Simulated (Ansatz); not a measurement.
The structure below was relaxed with PBEsol (Ansatz, a quantum-chemistry and plane-wave program, PAW, spin-orbit coupling left out).

```
CELL_PARAMETERS angstrom
      4.25163     0.00000     0.00000
      0.00000     4.29081     0.00000
      0.00000     0.00000    14.41484
ATOMIC_POSITIONS crystal
  La 0.00000 0.00000 0.49443
  La 0.50000 0.50000 0.00039
  La 0.50000 0.00000 0.25744
  La 0.00000 0.50000 0.74725
  Si 0.00000 0.50000 0.33571
  Si 0.50000 0.00000 0.82881
  Al 0.00000 0.00000 0.08852
  Al 0.50000 0.50000 0.58171
  Al 0.00000 0.00000 0.91410
  Si 0.50000 0.50000 0.41371
  Si 0.00000 0.50000 0.17287
  Si 0.50000 0.00000 0.66505
```

Problem. Find the space group and the Wyckoff positions.

Solution. Space group Pmm2 (No. 25); a = 4.2516 Å, b = 4.2908 Å, c = 14.4148 Å, α = β = γ = 90.00°

```csv
atom,site,symmetry,x,y,z
La,1a,mm2,0.0000,0.0000,0.4944
La,1d,mm2,0.5000,0.5000,0.0004
La,1c,mm2,0.5000,0.0000,0.2574
La,1b,mm2,0.0000,0.5000,0.7473
Si,1b,mm2,0.0000,0.5000,0.3357
Si,1c,mm2,0.5000,0.0000,0.8288
Al,1a,mm2,0.0000,0.0000,0.0885
Al,1d,mm2,0.5000,0.5000,0.5817
Al,1a,mm2,0.0000,0.0000,0.9141
Si,1d,mm2,0.5000,0.5000,0.4137
Si,1b,mm2,0.0000,0.5000,0.1729
Si,1c,mm2,0.5000,0.0000,0.6650
```

Problem. Describe the coordination.

Solution. The crystal has 12 atoms in its conventional cell. Conventional cell: a = 4.2516 Å, b = 4.2908 Å, c = 14.4148 Å, α = β = γ = 90.00°. La1 has 8 Si at 3.136–3.251 Å and 4 Al at 3.272 Å. La2 is coordinated by 8 Al at 3.266–3.277 Å and 4 Si at 3.271–3.274 Å. La3 has 10 Si at 3.111–3.257 Å and 2 Al at 3.232 Å. La4 is surrounded by 4 Al at 3.196–3.223 Å and 8 Si at 3.241–3.244 Å. Si1 is coordinated by 3 Si at 2.347–2.405 Å and 6 La at 3.136–3.224 Å. Si2 is surrounded by 1 Si at 2.361 Å and 2 Al at 2.456 Å and 6 La at 3.241–3.274 Å. Al1 is coordinated by 2 Si at 2.466 Å and 1 Al at 2.514 Å and 6 La at 3.232–3.277 Å. Al2 has 3 Si at 2.422–2.459 Å and 6 La at 3.196–3.272 Å. 4 further independent sites are not listed. (Neighbours: up to the widest gap in distance over summed covalent radii, below 1.35, at either atom; cation-cation and far metal-metal contacts left out.)

Each cell is one ordered arrangement of few atoms, which overstates ordering effects compared with a random alloy. Stability against distortions was not tested. All final runs are without spin polarisation. An odd electron count without spin: La4Al3Si5. The cell was made from LaSi2 by this change: x(Al) = 0.375, 12 atoms, Pmm2.
